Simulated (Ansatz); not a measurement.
We consider Sb (Pm-3m, No. 221; start mp-133; another form than the element's usual one), described by PBEsol (plane waves, PAW; Ansatz, a program for electronic structure).

The input as run:

Ansatz 0.2 input:
```yaml
crystal:
  lattice:
    - [3.0621695366, 0.0, 0.0]
    - [0.0, 3.0621695366, 0.0]
    - [0.0, 0.0, 3.0621695366]
  atoms:
    - { symbol: Sb, position: [0.0, 0.0, 0.0] }
basis:
  ecutwfc: 520
  ecutrho_ratio: 4
  xc_grid: 2
kpoints:
  mp_grid: { grid: [18, 18, 18] }
hamiltonian:
  xc: pbesol
  dispersion: none
  pseudopotentials: { azcp: { folder: ./paw }, kind: paw }
scf:
  occupations: { method: fermi_dirac, width: 0.05 }
  convergence: { dr2_threshold: 0.0000000001 }
output:
  forces: false
  stress: true
  eigenvalues: true
```

Output (set-up and result lines):

```
Crystal: 1 atoms, lattice volume = 28.714 Å³
Basis set: ecut = 520 eV, 751 PW (Γ), exchange–correlation on 48×48×48 points (8 copies of the dense FFT grid, shifted against one another)
Bands: 12, of which v1, the nominal top of the filled ones, is band 8 counted from 1 (7 counted from 0)
Symmetry: 48 space group operations
Space group: Pm-3m (ITA 221), of the structure as read, at distance tolerance 3.1e-5 Å
k-points: 220 of 5832
Initial density: superposition of atomic densities (chi_scale 0.1, normalization cell)
Functional: x = pbesol(κ = 0.804, μ = 0.12345679012345678), c = pbesol(β = 0.046)
SCF iter   1: F=—  HF=-6408.141421 eV  |F-HF|=—  |Δ(HF+E_count)|=         —  Δρ=1.22e-2  dr2=3.43e-2
SCF iter   2: F=—  HF=-6408.138800 eV  |F-HF|=—  |Δ(HF+E_count)|=   2.62e-3  Δρ=8.08e-3  dr2=1.49e-2
  ...
SCF iter   7: F=—  HF=-6408.138303 eV  |F-HF|=—  |Δ(HF+E_count)|=   2.35e-9  Δρ=8.03e-7  dr2=1.41e-10
SCF iter   8: F=-6408.138303 eV  HF=-6408.138303 eV  |F-HF|=2.73e-12  |Δ(HF+E_count)|=  1.05e-10  Δρ=9.02e-8  dr2=1.93e-12
SCF 1 converged in 8 iterations: F = -6408.138303 eV  dr2 = 1.93e-12
SCF converged after 8 iterations
Free energy (F): -6408.138303 eV
Internal energy: -6408.134123 eV  (E = F + TS)
E sigma→0 (E₀):  -6408.136213 eV
Fermi energy:    10.669275 eV
--- Stress (GPa, compression-positive) ---
       -0.000776       0.000000       0.000000
       -0.000000      -0.000776       0.000000
        0.000000       0.000000      -0.000776
  P = ⅓ Tr σ = -0.0008 GPa (-0.008 kbar)
```

The PAW data were made under PBE.

A start named mp-… is a Materials Project structure, which can be a computed phase never made.
